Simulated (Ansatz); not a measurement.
The reference is HgSe in the zinc blende structure (space group F-43m, No. 216).

```yaml
crystal:
  lattice:
    - [0.00000, 3.06660, 3.06660]
    - [3.06660, 0.00000, 3.06660]
    - [3.06660, 3.06660, 0.00000]
  atoms:
    - { symbol: Se, position: [0.25000, 0.25000, 0.25000] }
    - { symbol: Hg, position: [0.00000, 0.00000, 0.00000] }
```

Cartesian axes are those of the cell as printed.

Calculations: DFT with PBEsol, PAW potentials and a 420 eV plane-wave cutoff in Ansatz (a first-principles code), no spin-orbit coupling, earlier PAW set.

Strains are applied to the cell and any free atomic positions relax; under biaxial strain the out-of-plane vector relaxes too; under stress the whole cell relaxes.

One change was made to it. Results:

The band gap stays zero; the energy increases by 1.4 meV/atom; the shortest interatomic distance shrinks by 0.009 Å, from 2.656 Å to 2.647 Å.

Q: Which of these changes matches the shifts?
(A) uniaxial strain ε_yy = −2.13 %
(B) biaxial strain −0.96 %, plane normal [111], relaxed out of plane
(C) uniaxial stress, 1 GPa tension along x

A: B, biaxial strain −0.96 %, plane normal [111], relaxed out of plane. For comparison, the shortest interatomic distance in the other runs: uniaxial strain ε_yy = −2.13 % gives 2.637 Å; uniaxial stress, 1 GPa tension along x gives 2.662 Å.

A case with no gap was solved on a k-mesh chosen for an insulator, which is coarse for it. Spin-orbit coupling, missing from the scalar runs, can matter with Hg. Stability under load was not tested beyond the relaxation. All final runs are without spin polarisation. Gaps under 0.05 eV, about the width of the smearing, are given as zero. A zero or small gap of HgSe can be the functional's error rather than a property of the material.
